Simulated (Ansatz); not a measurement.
L1₂ (Cu3Au-type) Al3Sc, treated with B3LYP (VWN-RPA form) in Ansatz (plane waves, PAW).

Numerical settings: plane-wave cutoff 460 eV, 8×8×8 k mesh, Fermi–Dirac smearing 0.05 eV, scalar-relativistic PAW data made under PBE.

Computed at the level's own relaxed cell.

Task: Give the computed volume per atom, bulk modulus, equilibrium lattice constant a and pressure derivative B′ of the bulk modulus.

Result: 
- volume per atom = 17.45 Å³/atom
- bulk modulus = 84.9 GPa
- equilibrium lattice constant a = 4.117 Å
- pressure derivative B′ of the bulk modulus = 4.2

Measured, for comparison: equilibrium volume per atom 17.27 Å³/atom, lattice constant a 4.103 Å (room temperature, no zero-point or thermal correction; as tabulated in A Combined Experimental and First-Principles Based Assessment of …); bulk modulus 91.5 ± 1 GPa (298 K, no zero-point or thermal correction, polycrystal; as tabulated in A Combined Experimental and First-Principles Based Assessment of …). Computed (rounded) less measured: equilibrium volume per atom +1.0 %, bulk modulus -7 %, lattice constant a +0.3 %.

Ansatz is an electronic-structure program.
